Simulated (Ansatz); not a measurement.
Worked example: self-consistent single point of TaCr₂ (Fd-3m, 6 atoms in the cell) in Ansatz (a quantum-chemistry and plane-wave program).

Computed with PBEsol, PAW files made with PBE (plane waves; Ansatz).

```yaml
crystal:
  lattice:
    - [0.00000, 3.44896, 3.44896]
    - [3.44896, 0.00000, 3.44896]
    - [3.44896, 3.44896, 0.00000]
  atoms:
    - { symbol: Ta, position: [0.75000, 0.75000, 0.75000] }
    - { symbol: Ta, position: [0.50000, 0.50000, 0.50000] }
    - { symbol: Cr, position: [0.12500, 0.12500, 0.62500] }
    - { symbol: Cr, position: [0.12500, 0.62500, 0.12500] }
    - { symbol: Cr, position: [0.12500, 0.12500, 0.12500] }
    - { symbol: Cr, position: [0.62500, 0.12500, 0.12500] }
```

Reference input (self-consistent single point, DFT, LDA (PW92), plane waves, PAW files made with PBE): kpoints.mp_grid.grid = 8 8 8; hamiltonian.xc = lda; hamiltonian.pseudopotentials = {kind: paw} (the program's default PAW files); scf.occupations.method = gaussian; scf.occupations.width = 0.1 eV. This run's input differs from it in these lines:

Ansatz 0.2 input:
```diff
@@ -16,3 +16,3 @@
 hamiltonian:
-  xc: lda
+  xc: pbesol
   pseudopotentials:
```

Output, abridged:

```
SCF iter   1: F=—  HF=-33024.960499 eV  |F-HF|=—  |Δ(HF+E_count)|=         —  Δρ=2.87e-1  dr2=8.00e1  ethr=3.10e-3  ⟨swp⟩=4.5  Hψ=4700  notcnv=0
all-band conjugate gradients solve this SCF's bands
preconditioner: auto → Kerker (q_TF=auto, 2.728 Å⁻¹)
SCF iter   2: F=—  HF=-33013.373909 eV  |F-HF|=—  |Δ(HF+E_count)|=    1.16e1  Δρ=7.60e-2  dr2=5.52e0  ethr=3.10e-3  ⟨swp⟩=3.4  Hψ=3655  notcnv=0  defer=56
   [... lines left out ...]
SCF iter   7: F=—  HF=-33012.340731 eV  |F-HF|=—  |Δ(HF+E_count)|=   6.54e-4  Δρ=4.28e-4  dr2=1.76e-4  ethr=7.15e-6  ⟨swp⟩=2.0  Hψ=1704  notcnv=0  defer=54
SCF iter   8: F=—  HF=-33012.340711 eV  |F-HF|=—  |Δ(HF+E_count)|=   1.95e-5  Δρ=1.19e-4  dr2=1.32e-5  ethr=2.14e-7  ⟨swp⟩=2.0  Hψ=1678  notcnv=0  defer=54
SCF iter   9: F=—  HF=-33012.340725 eV  |F-HF|=—  |Δ(HF+E_count)|=   1.39e-5  Δρ=1.36e-5  dr2=1.09e-7  ethr=1.61e-8  ⟨swp⟩=2.0  Hψ=1862  notcnv=0  defer=54
SCF iter  10: F=-33012.340725 eV  HF=-33012.340725 eV  |F-HF|=1.43e-9  |Δ(HF+E_count)|=   1.47e-8  Δρ=3.19e-6  dr2=5.01e-9  ethr=1.22e-10  ⟨swp⟩=10.4  Hψ=5471  notcnv=0
SCF 1 converged in 10 iterations: F = -33012.340725 eV  dr2 = 5.01e-9
Free energy (F): -33012.340725 eV
Internal energy: -33012.316849 eV  (E = F + TS)
E sigma→0 (E₀):  -33012.328787 eV
Entropy (-TS):   -0.023876 eV (-3.979 meV/atom)
Fermi energy:    19.101502 eV
--- Forces (eV/Å), atoms counted from 1 ---
  atom   1  Ta    -0.00000000    -0.00000000     0.00000000
   [... zero for the other atoms too ...]
--- Stress (GPa, compression-positive) ---
       -4.486773      -0.000000      -0.000000
        0.000000      -4.486773       0.000000
        0.000000      -0.000000      -4.486773
  P = ⅓ Tr σ = -4.4868 GPa (-44.868 kbar)
  The stress holds the Pulay correction. Without it, at fixed plane waves, as pw.x and ABINIT print it: P = -4.5435 GPa
```

The run converged in 10 iterations. Against the reference run the pressure goes from -10.88 to -4.49 GPa.

The starting cell comes from a database of computed structures (which also holds hypothetical and non-ambient phases and stackings), without a prior relaxation at this level. Spin polarisation is off. With a pressure of about -4 GPa the cell is away from its equilibrium volume at this level. Ansatz's pressure includes its estimate of the finite-basis (Pulay) stress.
